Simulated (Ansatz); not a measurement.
PbS (Cmcm, No. 63, 4 atoms in the cell; start mp-1018115; high-pressure phase) was calculated with r²SCAN (plane waves, PAW; Ansatz, an electronic-structure program).

Run with plane-wave cutoff 560 eV, 8×8×8 k mesh, Fermi–Dirac smearing 0.01 eV, scalar-relativistic PAW data made under PBE.

Cell (relaxed at this level):

```cif
data_Pb2S2
_chemical_formula_sum 'Pb2 S2'
_space_group_name_H-M_alt 'P 1'
_space_group_IT_number 1
_cell_length_a 6.35202
_cell_length_b 6.35202
_cell_length_c 4.27225
_cell_angle_alpha 90.000
_cell_angle_beta 90.000
_cell_angle_gamma 141.726
loop_
_space_group_symop_operation_xyz
  'x, y, z'
loop_
_atom_site_label
_atom_site_type_symbol
_atom_site_fract_x
_atom_site_fract_y
_atom_site_fract_z
_atom_site_occupancy
Pb1 Pb 0.86961 0.13039 0.75000 1
Pb2 Pb 0.13039 0.86961 0.25000 1
S1 S 0.64623 0.35377 0.75000 1
S2 S 0.35377 0.64623 0.25000 1
```

Problem. What does this level give for the band gap and Γ–Γ gap?

Solution. 
- band gap = 1.37 eV (on the SCF k mesh)
- Γ–Γ gap = 5.60 eV

Note: the relaxation could not lower the start's symmetry, so the cell can be a saddle point above a distorted one; the cell has widely spaced layers and the level no dispersion term, so their spacing and the moduli can rest on weak binding.

Spin–orbit coupling is not included; with these elements it can move the gap by several tenths of an eV or more.

Computed values are for the static lattice.

Cost on a shared machine: around 100 core-seconds (rough).

A start named mp-… is a Materials Project structure, which need not be a measured phase.
